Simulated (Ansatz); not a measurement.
F on the 1x1 (0001) surface of hcp Co, ferromagnetic, one in a 3x3 cell, energies for each (48.4 Å²). Energies are against ½ F2(g), without zero-point or thermal terms; each row is named by its start.

Method: PBE (plane waves to 420 eV, PAW; Ansatz, a program for electronic structure).

Which site binds most strongly?
A. hollow Co-Co-Co
B. hollow Co-Co-Co over Co at depth 2.0 Å
C. top Co

B, hollow Co-Co-Co over Co at depth 2.0 Å. Adsorption energies: hollow Co-Co-Co over Co at depth 2.0 Å -3.07 eV; hollow Co-Co-Co -3.00 eV; top Co -2.62 eV.
